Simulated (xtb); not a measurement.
xtb 6.7.1, GFN1-xTB: Si(Cl)(Br)(Et)(OMe) (CC[Si](Cl)(Br)OC), 15 atoms. The geometry is a generated start, not checked to be a minimum at this level.

```
Item                                                                                                           Result
------------------------  -------------------------------------------------------------------------------------------
method                                                                                                       GFN1-xTB
--acc                                                                                                     1 (default)
--etemp (K)                                                                                             300 (default)
detailed input (--input)  none: ANC optimiser, Lindh (1995) Hessian, microcycle=20, maxdispl=1.0, hlow=0.01 (default)
basis functions                                                                                                    62
valence electrons                                                                                                  44
```

```xyz
15

C     -2.4412     0.0278     0.3019
C     -0.9854     0.4408     0.5220
Si     0.2591    -0.7820    -0.2291
Cl    -0.0058    -0.9340    -2.2356
Br     0.0218    -2.7249     0.7728
O      1.8086    -0.5043     0.1243
C      2.6745     0.4957    -0.3401
H     -2.6698    -0.0226    -0.7610
H     -3.1139     0.7468     0.7639
H     -2.6307    -0.9480     0.7405
H     -0.8008     0.5200     1.5965
H     -0.8330     1.4395     0.1070
H      3.6766     0.2282    -0.0149
H      2.3948     1.4629     0.0821
H      2.6452     0.5540    -1.4303
```

The structure is relaxed from this start with --opt LEVEL for the levels crude, sloppy, loose, lax, normal, tight, vtight, extreme, once each. Up to the end of the extreme run atoms move by at most 0.66 Å along an axis.

Problem. What is the loosest level that ends within 5 meV of the extreme run, and how many cycles does it take?

Solution. lax: 19 cycles against 40, ending 1.8 meV above.

```csv
level,cycles,energy above the extreme run (meV),gradient norm (eV/Å)
crude,9,17,0.42
sloppy,11,10,0.26
loose,14,6.3,0.11
lax,19,1.8,0.073
normal,22,1.1,0.051
tight,33,0.022,0.0074
vtight,37,under 0.01,0.0019
extreme,40,—,0.0012
```
